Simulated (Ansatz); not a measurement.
Levels about the gap of amorphous hafnium silicate (Hf10Si10O40) (60 atoms in a cell of 884 Å³, 5.08 g/cm³; zone centre alone, so wide bands show as single levels with stretches between that a denser mesh fills), at the geometry that PBE relaxed, where it gives 0.0 GPa on a denser mesh. The participation number counts the atoms over which a state spreads; weights are charges in smoothed Voronoi cells. The levels come from a single point, so bond lengths are those of that geometry. Method of the levels: r2SCAN, scalar-relativistic without spin-orbit coupling (Ansatz, an electronic-structure program). Sampling: the zone centre alone; Fermi-Dirac width 0.02 eV; no spin polarisation. At PBE the levels at the filled edge of the gap are localised (band-tail or defect states), and the nearest spread-out levels lie 4.8 eV apart at the zone centre.

Preparation: random packing, a CHGNet melt and quench, and a DFT relaxation. O atoms were pushed apart under 1.9 Å during the dynamics, to hinder bonds among them. The hot cell started wider than the set density and was brought back towards it in steps. It is the lowest in DFT energy of 8 quenches. It is a model cell: composition and starting density were chosen by hand, and all elements were melted together. No dispersion term was used. Its density started from a set value of 5.43 and ended at 5.08 g/cm³. The simulated quench (nominally 300 K/ps over its main leg) is rapid and tends to freeze in more defects than a deposited or slowly cooled glass has. Values belong to this one cell and scatter from quench to quench. Volume and shape were free in the relaxation.

```json
[
 {"E - E(highest filled), eV": "-0.44", "filling": "filled", "participation number": "10.0", "largest on": "O, 2 neighbours", "weight O": "0.95", "weight Hf": "0.04", "weight Si": "0.01"},
 {"E - E(highest filled), eV": "-0.33", "filling": "filled", "participation number": "10.6", "largest on": "O, 2 neighbours", "weight O": "0.95", "weight Hf": "0.03", "weight Si": "0.02"},
 {"E - E(highest filled), eV": "-0.26", "filling": "filled", "participation number": "10.7", "largest on": "O, 2 neighbours", "weight O": "0.96", "weight Hf": "0.03", "weight Si": "0.01"},
 {"E - E(highest filled), eV": "-0.22", "filling": "filled", "participation number": "9.6", "largest on": "O, 2 neighbours", "weight O": "0.95", "weight Hf": "0.03", "weight Si": "0.01"},
 {"E - E(highest filled), eV": "-0.21", "filling": "filled", "participation number": "9.1", "largest on": "O, 2 neighbours", "weight O": "0.96", "weight Hf": "0.02", "weight Si": "0.02"},
 {"E - E(highest filled), eV": "-0.14", "filling": "filled", "participation number": "6.6", "largest on": "O, 2 neighbours", "weight O": "0.96", "weight Hf": "0.02", "weight Si": "0.02"},
 {"E - E(highest filled), eV": "0.00", "filling": "filled", "participation number": "6.8", "largest on": "O, 2 neighbours", "weight O": "0.95", "weight Hf": "0.03", "weight Si": "0.01"},
 {"E - E(highest filled), eV": "4.84", "filling": "empty", "participation number": "25.4", "largest on": "Hf, 7 neighbours", "weight O": "0.56", "weight Hf": "0.39", "weight Si": "0.04"},
 {"E - E(highest filled), eV": "5.08", "filling": "empty", "participation number": "10.2", "largest on": "Hf, 5 neighbours", "weight O": "0.36", "weight Hf": "0.61", "weight Si": "0.03"},
 {"E - E(highest filled), eV": "5.14", "filling": "empty", "participation number": "9.8", "largest on": "Hf, 7 neighbours", "weight O": "0.35", "weight Hf": "0.63", "weight Si": "0.02"},
 {"E - E(highest filled), eV": "5.28", "filling": "empty", "participation number": "10.7", "largest on": "Hf, 6 neighbours", "weight O": "0.37", "weight Hf": "0.60", "weight Si": "0.02"},
 {"E - E(highest filled), eV": "5.46", "filling": "empty", "participation number": "17.4", "largest on": "Hf, 5 neighbours", "weight O": "0.39", "weight Hf": "0.58", "weight Si": "0.03"},
 {"E - E(highest filled), eV": "5.51", "filling": "empty", "participation number": "16.9", "largest on": "Hf, 5 neighbours", "weight O": "0.34", "weight Hf": "0.63", "weight Si": "0.03"},
 {"E - E(highest filled), eV": "5.61", "filling": "empty", "participation number": "19.0", "largest on": "Hf, 5 neighbours", "weight O": "0.38", "weight Hf": "0.60", "weight Si": "0.02"}
]
```

Most localised among these is the filled level at -0.14 eV, on a O atom, which has 2 neighbours (Si 1.62 Å, Hf 2.06 Å).
